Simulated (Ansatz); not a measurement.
C axis length of TaSi (model structure, started from the NbAs type, I4₁md, No. 109, 4 atoms in the cell) at several levels of theory

No measured value is used here.

```
level (code)         value (Å)
-------------------  ---------
PBE (Ansatz)            11.750
PBEsol (Ansatz)         11.616
PBE-D3(BJ) (Ansatz)     11.589
```

Density-functional levels without +SOC have no spin–orbit coupling. Ansatz's density-functional and Hartree–Fock values are scalar-relativistic unless marked +SOC, with PAW data made under PBE.

A model structure was made by putting elements into a prototype or built by hand; it is no filed structure, need not be a known phase, and can be a saddle point held by its symmetry.

Ansatz is an electronic-structure program.
